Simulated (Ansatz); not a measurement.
# Pressure series in Hf

The reference is Hf in the hcp (Mg type) structure (space group P6_3/mmc, No. 194; a = 3.204 Å, c = 5.069 Å).

Cell and atoms are relaxed at each pressure.

Method: PBE (Ansatz, a program for electronic structure, PAW, spin-orbit coupling left out).

| variant | volume per atom | c/a ratio |
|---|---|---|
| base | 22.54 Å³ | 1.582 |
| pressure −2 GPa | 22.98 Å³ | 1.581 |
| pressure −1 GPa | 22.75 Å³ | 1.582 |
| pressure 0.3 GPa | 22.47 Å³ | 1.582 |
| pressure 0.7 GPa | 22.39 Å³ | 1.582 |
| pressure 1.5 GPa | 22.23 Å³ | 1.583 |
| pressure 3 GPa | 21.94 Å³ | 1.583 |
| pressure 5 GPa | 21.58 Å³ | 1.584 |
| pressure 7.5 GPa | (withheld) | (withheld) |
| pressure 10 GPa | 20.78 Å³ | 1.586 |

**Question.** Complete the table.

**Answer.** 
- pressure 7.5 GPa, volume per atom: 21.16 Å³
- pressure 7.5 GPa, c/a ratio: 1.585

Load acts through the strain it causes; cell and atoms are relaxed under it. No phonon test of stability was made. Competing high-pressure phases were not computed. The final runs are not spin-polarised.
